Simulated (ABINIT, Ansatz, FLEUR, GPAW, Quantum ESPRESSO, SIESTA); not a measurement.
One structure in several programs: Mg₆SiBi (Amm2, 8 atoms in the cell)

Self-consistent single point.

```xyz
8
Lattice="5.2304 0.0000 0.0000 0.0000 3.1204 6.0664 0.0000 -3.1204 6.0664" Properties=species:S:1:pos:R:3 pbc="T T T"
Mg     0.0000     1.5995     7.0181
Mg     0.0000    -1.5995     7.0181
Mg     0.0000     0.0000     3.9469
Mg     2.6152     1.6058     4.9349
Mg     2.6152    -1.6058     4.9349
Mg     2.6152     0.0000     2.1041
Si     0.0000     0.0000    10.6577
Bi     2.6152     0.0000     7.9166
```

All programs got the same cell, k-point mesh and kind of occupations (in Ansatz's words: kpoints.mp_grid.grid = 4 3 3; scf.occupations.method = gaussian; scf.occupations.width = 0.05 eV); potentials, basis and cutoffs are each program's usual ones.

| code | model | pressure (GPa) | largest force (eV/Å) | k-points | cutoff |
|---|---|---|---|---|---|
| SIESTA | GGA PBEsol, numerical atomic orbitals DZP, PseudoDojo PBEsol standard norm-conserving potentials (rewritten from UPF to PSML) | -1.70 | 0.150 | 20 | grid 300 Ry |
| Quantum ESPRESSO | PBEsol, PseudoDojo standard norm-conserving (PBESOL) pseudopotentials | -3.55 | 0.185 | 12 | 85 Ry |
| ABINIT | PBEsol, norm-conserving pseudopotentials (PseudoDojo nc-sr-04 PBEsol standard) | -3.56 | 0.185 | 12 | 42 Ha |
| GPAW | PBEsol, GPAW PAW datasets PBEsol (made by gpaw-setup) | -3.59 | 0.191 | 12 | 850 eV |
| Ansatz | PBEsol, PAW files made with PBE | -3.57 | 0.189 | 12 | 420 eV |
| FLEUR | PBEsol, all-electron FLAPW (FLEUR), scalar-relativistic valence | – | 0.188 | 12 | Kmax 4 1/bohr |

Size of the force on each atom (eV/Å): Sizes of forces hide their directions.

```csv
code,Mg1,Mg2,Mg3,Mg4,Mg5,Mg6,Si7,Bi8
SIESTA,0.149,0.149,0.087,0.107,0.107,0.090,0.150,0.047
Quantum ESPRESSO,0.028,0.028,0.137,0.066,0.066,0.059,0.185,0.123
ABINIT,0.026,0.026,0.140,0.060,0.060,0.064,0.185,0.123
GPAW,0.024,0.024,0.136,0.060,0.060,0.061,0.191,0.129
Ansatz,0.022,0.022,0.137,0.060,0.060,0.059,0.189,0.124
FLEUR,0.023,0.023,0.137,0.060,0.060,0.059,0.188,0.123
```

A dash marks a value that a program does not give, or that is left out as unsure.

The spread over the programs that give each value: pressure within 1.89 GPa; largest force within 0.041 eV/Å.

The starting cell comes from a database of computed structures (which also holds hypothetical and non-ambient phases and stackings), without a prior relaxation at this level. Its lattice was rescaled by a random factor within 2.5 % of one. On Ansatz's run: Spin-orbit coupling is off. In the base run, with a pressure of about -4 GPa the cell is away from its equilibrium volume at this level. Without a gap this mesh is coarse (it stands for a supercell whose shortest vector is 19 Å).

Question: Why do the programs differ, and what cannot be compared?

Answer: Differences of this kind can come from the potentials, where these differ, and from what each basis and cutoff leave unconverged. The zero of total energies and Fermi levels follows the potentials and each program's conventions, so they are not compared here. SIESTA uses small atom-centred bases, whose incompleteness enters pressures, forces and empty levels differently from a plane-wave cutoff. FLEUR treats all electrons, but the usual bases taken here (sphere radii, linearisation, local orbitals, empty states) were not tested for convergence, so the values are no reference for the others. Ansatz's pressure is given at a fixed set of plane waves, as the other plane-wave codes print theirs. The programs reduce the same mesh by symmetry to different extents, which changes the work and not the result. In the pressure, SIESTA (by 1.86) lies more than 1 GPa from the median of the plane-wave programs. In the force vectors, SIESTA (by 0.338) lies more than 0.08 eV/Å from the median of the plane-wave programs.

The shared mesh is coarse (it stands for a supercell whose shortest vector is 19 Å), so the values are not converged in it.

Left out of this page: CP2K (unsound by tests on forces, stress, charge or solver warnings); Elk (not drawn, or without a comparable value).

Ansatz is a quantum-chemistry and plane-wave program.

Keys are those of Ansatz 0.2.
